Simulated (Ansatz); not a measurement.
# SrTiO3 (within 0.1 Å of Pm-3m, No. 221, 10 atoms in the cell; start COD 2310687)

These are PBEsol (PAW; Ansatz, a first-principles code) values and carry that method's errors.

Settings: plane-wave cutoff 520 eV, 10×10×10 k mesh, Fermi–Dirac smearing 0.01 eV, no spin polarisation, scalar-relativistic PAW data made under PBE.

Cell (measured lattice):

SrTiO3 has the tetragonal space group I4/mcm (No. 140), Pearson symbol tI20. Conventional cell: a = 5.511 Å, b = 5.511 Å, c = 7.796 Å, α = 90.00°, β = 90.00°, γ = 90.00°. Sr on 4b is surrounded by 12 O at 2.729–2.783 Å (cuboctahedral). O1 on 4a sees 2 Ti at 1.949 Å and 4 Sr at 2.755 Å (octahedral). Ti on 4c is coordinated by 6 O at 1.949 Å (octahedral). O2 on 8h is surrounded by 2 Ti at 1.949 Å and 4 Sr at 2.729–2.783 Å (octahedral). (Neighbours: up to the widest gap in distance over summed covalent radii, below 1.35, at either atom; cation-cation and far metal-metal contacts left out.)
(The calculation used a cell of 10 atoms; values per cell refer to that cell.)

- band gap = 1.85 eV

Note: the file's cell can be that of a phase stable at another temperature; cell and atoms aren't relaxed at this level (pressure -0.8 GPa).

Spin–orbit coupling is not included.

The computed numbers hold no vibrational or temperature effects.
